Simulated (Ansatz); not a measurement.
**Ansatz (a quantum-chemistry and plane-wave program) run on AlCdInS₄ (R3m, 7 atoms in the cell): self-consistent single point**

Method of the run: PBEsol, default PAW files made with PBE (plane waves; Ansatz).

Input as run:

Ansatz 0.2 input:
```yaml
crystal:
  lattice:
    - [1.94947500, 1.12553000, 12.68344300]
    - [-1.94947500, 1.12553000, 12.68344300]
    - [0.00000000, -2.25106000, 12.68344300]
  atoms:
    - { symbol: Al, position_ang: [-0.00000000, -0.00000000, 22.72860302] }
    - { symbol: Cd, position_ang: [0.00000000, 0.00000000, 31.77175836] }
    - { symbol: In, position_ang: [-0.00000000, -0.00000000, 2.55686796] }
    - { symbol: S, position_ang: [0.00000000, -0.00000000, 20.54375313] }
    - { symbol: S, position_ang: [0.00000000, -0.00000000, 26.76053003] }
    - { symbol: S, position_ang: [-0.00000000, 0.00000000, 36.28871292] }
    - { symbol: S, position_ang: [-0.00000000, 0.00000000, 4.95670221] }
kpoints:
  mp_grid:
    grid: [9, 9, 9]
hamiltonian:
  xc: pbesol
  pseudopotentials:
    kind: paw
scf:
  occupations:
    method: fixed
output:
  forces: true
  eigenvalues: true
  stress: true
```

Output, abridged:

```
WARN basis.ecutwfc = 420 eV, the default
WARN ansatz: RAYON_NUM_THREADS=1 ignored (pool sized by the plan → 1); use --threads N
basis.fft_grid_basis auto: the FFT boxes are laid along the combinations [[1, 0, -1], [0, 1, -1], [0, 0, 1]] of the cell's own vectors, 3.899, 3.899 and 12.882 …
Pseudopotentials: kind: paw
Pseudopotential: Al, paw, valence charge 3
Pseudopotential: Cd, paw, valence charge 20
Pseudopotential: In, paw, valence charge 13
Pseudopotential: S, paw, valence charge 6
Crystal: 7 atoms, lattice volume = 166.980 Å³
Basis set: ecut = 420 eV, 3319 PW (Γ), FFT grids on a1−a3, a2−a3, a3, exchange–correlation on 54×54×180 points (8 copies of the dense FFT grid, shifted against one another)
Bands: 37, of which v1, the nominal top of the filled ones, is band 30 counted from 1 (29 counted from 0)
Symmetry: 6 space group operations
Space group: R3m (ITA 160), of the structure as read, at distance tolerance 5.5e-5 Å
k-points: 85 of 729 (time reversal used)
PAW frozen core: Al, regenerated for the run's functional, and the local potential with it
PAW frozen core: Cd, regenerated for the run's functional, and the local potential with it
PAW frozen core: In, regenerated for the run's functional, and the local potential with it
PAW frozen core: S, regenerated for the run's functional, and the local potential with it
Initial density: superposition of atomic densities (neutral atoms: chi_scale 0, normalization atom), corrected by the library's trained network
Initial wavefunctions: pseudopotential atomic-orbital guess
Eigensolver: davidson
Functional: x = pbesol(κ = 0.804, μ = 0.12345679012345678), c = pbesol(β = 0.046)
SCF iter   1: F=—  HF=-17778.475958 eV  |F-HF|=—  |Δ(HF+E_count)|=         —  Δρ=4.32e-3  dr2=4.82e-2  ethr=1.77e-3  ⟨swp⟩=5.0  Hψ=10806  notcnv=0  defer=409
all-band conjugate gradients solve this SCF's bands
preconditioner: auto → Resta (q_TF=auto, 2.300 Å⁻¹)
SCF iter   2: F=—  HF=-17778.465904 eV  |F-HF|=—  |Δ(HF+E_count)|=   1.01e-2  Δρ=1.62e-3  dr2=6.43e-3  ethr=8.03e-5  ⟨swp⟩=2.8  Hψ=5931  notcnv=0  defer=425
SCF iter   3: F=—  HF=-17778.464626 eV  |F-HF|=—  |Δ(HF+E_count)|=   1.28e-3  Δρ=4.66e-4  dr2=5.58e-4  ethr=1.07e-5  ⟨swp⟩=2.0  Hψ=4259  notcnv=0  defer=425
SCF iter   4: F=—  HF=-17778.464688 eV  |F-HF|=—  |Δ(HF+E_count)|=   6.19e-5  Δρ=1.73e-4  dr2=7.90e-5  ethr=9.31e-7  ⟨swp⟩=2.6  Hψ=4438  notcnv=0  defer=421
SCF iter   5: F=—  HF=-17778.464767 eV  |F-HF|=—  |Δ(HF+E_count)|=   7.88e-5  Δρ=4.60e-5  dr2=6.97e-6  ethr=1.32e-7  ⟨swp⟩=2.0  Hψ=4655  notcnv=0  defer=290
SCF iter   6: F=—  HF=-17778.464775 eV  |F-HF|=—  |Δ(HF+E_count)|=   8.30e-6  Δρ=2.15e-5  dr2=1.45e-6  ethr=1.16e-8  ⟨swp⟩=2.5  Hψ=4923  notcnv=0  defer=307
SCF iter   7: F=-17778.464777 eV  HF=-17778.464776 eV  |F-HF|=2.30e-7  |Δ(HF+E_count)|=   1.45e-6  Δρ=5.75e-6  dr2=9.87e-8  ethr=1.67e-10  ⟨swp⟩=11.0  Hψ=19364  notcnv=0
SCF 1 converged in 7 iterations: F = -17778.464777 eV  dr2 = 9.87e-8
SCF converged after 7 iterations
Free energy (F): -17778.464777 eV
Harris-Foulkes:  -17778.464776 eV  (|F-HF|=2.30e-7)
Internal energy: -17778.464777 eV  (E = F + TS)
E sigma→0 (E₀):  -17778.464777 eV
Fermi energy:    5.866055 eV
--- Per-component energies (eV) ---
  E_band       = -609.918753
  E_kinetic    = 1194.131418
  E_local      = -8508.994895  (includes V_loc(G=0)·N_el)
  E_nonlocal   = 531.392565
  E_hartree    = 3869.562710
  E_xc         = -809.584680
  E_vxc        = -695.467342  (∫ρ·V_xc dr)
  E_paw        = -10891.959713  (= ΣΔE_a)
  E_vpaw       = -870.109121  (= ΣTr[D̂ρ^β])
  E_aug_tail   = 0.000042  (compensation charges beyond the density's cutoff)
  E_ewald      = -3163.857022
  E_core_change = 0.844798  (= ΣΔE_core)
  E_smearing   = -0.000000  (= −TS)
  E_closure    = 0.000000  (closes the sum)
  Σ components = -17778.464777   (vs F -17778.464777, Δ=0.00e0)
--- Forces (eV/Å), atoms counted from 1 ---
  atom   1  Al     0.00000000    -0.00000000    -0.06639077
  atom   2  Cd    -0.00000000    -0.00000000    -0.01698229
  atom   3  In     0.00000000     0.00000000     0.03258469
  atom   4  S     -0.00000000    -0.00000000    -0.24183168
  atom   5  S      0.00000000    -0.00000000     0.23832478
  atom   6  S     -0.00000000     0.00000000    -0.11397176
  atom   7  S      0.00000000     0.00000000     0.16820353
  max |Σ_I F_I| component: 6.35e-5 eV/Å
--- Stress (GPa, compression-positive) ---
       -2.836825       0.000000      -0.000000
        0.000000      -2.836825      -0.000000
       -0.000000      -0.000000      -2.690926
  P = ⅓ Tr σ = -2.7882 GPa (-27.882 kbar)
  The stress holds the Pulay correction. Without it, at fixed plane waves, as pw.x and ABINIT print it: P = -2.8108 GPa
--- Band table (eV; the first three rows and the last of 85) ---
  k-point 0: bands = ["-95.2628", "-56.3798", "-56.3798", "-56.3453", "-8.8869", "-8.6988", "-8.6988", "-8.5442", "-8.5442", "-7.7007", "-7.4605", "-6.4593", "-5.7104", "-1.6807", "-1.6807", "-1.5885", "-1.3018", "-1.3018", "0.3072", "1.4902", [...]
  k-point 1: bands = ["-95.2628", "-56.3800", "-56.3799", "-56.3453", "-8.8940", "-8.7352", "-8.6884", "-8.5560", "-8.5438", "-7.6033", "-7.3316", "-6.3902", "-5.7011", "-1.6633", "-1.6569", "-1.5491", "-1.3090", "-1.3038", "0.3562", "1.4357", [...]
  k-point 2: bands = ["-95.2628", "-56.3803", "-56.3799", "-56.3452", "-8.9420", "-8.7770", "-8.6639", "-8.5734", "-8.5406", "-7.3684", "-6.9846", "-6.2116", "-5.6786", "-1.6220", "-1.6052", "-1.4411", "-1.3231", "-1.2969", "0.4176", "1.0087", [...]
  k-point 84: bands = ["-95.2628", "-56.3800", "-56.3799", "-56.3453", "-8.8941", "-8.7352", "-8.6884", "-8.5560", "-8.5438", "-7.5886", "-7.3577", "-6.3593", "-5.7233", "-1.6646", "-1.6569", "-1.5439", "-1.3092", "-1.3038", "0.4760", "1.1675", [...]
```

The run converged in 7 iterations.

The starting cell comes from a database of computed structures (which also holds hypothetical and non-ambient phases and stackings), without a prior relaxation at this level. Ansatz's pressure includes its estimate of the finite-basis (Pulay) stress.
